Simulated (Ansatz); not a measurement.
The reference is SiO$_{2}$ in the CdI2 type structure (space group P-3m1, No. 164; a hypothetical phase, not in the database extracts checked; layered, stacked along the Cartesian z axis).

```cif
data_O2Si
_chemical_formula_sum 'Si1 O2'
_space_group_name_H-M_alt 'P-3m1'
_space_group_IT_number 164
_space_group_name_Hall '-P 3 2"'
_cell_length_a 2.67027
_cell_length_b 2.67027
_cell_length_c 4.54215
_cell_angle_alpha 90.000
_cell_angle_beta 90.000
_cell_angle_gamma 120.000
loop_
_atom_site_label
_atom_site_type_symbol
_atom_site_symmetry_multiplicity
_atom_site_Wyckoff_symbol
_atom_site_fract_x
_atom_site_fract_y
_atom_site_fract_z
_atom_site_occupancy
Si1 Si 1 a 0.00000 0.00000 0.00000 1
O1 O 2 d 0.66667 0.33333 0.19876 1
```

Level of theory: plane-wave PAW DFT at the r2SCAN+rVV10 level (Ansatz, an electronic-structure program, 500 eV), without spin-orbit coupling.

Before the change:

| Quantity | Value |
|---|---|
| Band gap | 7.21 eV |
| Smallest direct gap | 7.49 eV |
| Width of the top valence band | 1.30 eV |
| Pressure | 0.00 GPa |

Perturbation: every lattice vector is shortened by 0.36 %; the atoms relax in the strained cell.

Q: Estimate the effect on the band gap.

A: The band gap goes up by 0.13 eV, from 7.21 eV to 7.34 eV.

Q: What does the calculation give for the smallest direct gap after the change?

A: The smallest direct gap goes up by 0.118 eV, from 7.49 eV to 7.60 eV.

Q: What does the calculation give for the width of the top valence band after the change?

A: The width of the top valence band goes up by 0.021 eV, from 1.30 eV to 1.33 eV.

Q: Predict the new pressure.

A: The pressure (mean of the normal stresses, compression positive) goes from zero to 1.75 GPa.

Gaps are Kohn–Sham eigenvalue differences; semilocal functionals usually give less than the measured gap. No phonon test of stability was made.
